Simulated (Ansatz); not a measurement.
Consider BN in the zinc blende structure (space group F-43m, No. 216).

```yaml
crystal:
  lattice:
    - [0.00000, 1.80285, 1.80285]
    - [1.80285, 0.00000, 1.80285]
    - [1.80285, 1.80285, 0.00000]
  atoms:
    - { symbol: N, position: [0.75000, 0.75000, 0.75000] }
    - { symbol: B, position: [0.00000, 0.00000, 0.00000] }
```

The values are results of PBEsol (Ansatz, an electronic-structure program; PAW; 420 eV plane waves; spin-orbit coupling left out), not measurements.

One thing is altered: every B is replaced by Al, then cell and atoms are relaxed.

Measured band gap: BN 6.2 eV (room temperature; as listed in arXiv:1206.3780); AlN 5.34 eV (temperature not stated; as listed in Daiki Deguchi et al., Japanese Journal of Applied Physics (2016)).

### Question
How well does PBEsol reproduce the measured shift?

### Answer
With PBEsol the band gap moves by -1.11 eV (4.30 → 3.19) against -0.86 eV measured.

Stability against distortions was not tested. This is not the structure that AlN has at room temperature and ambient pressure.
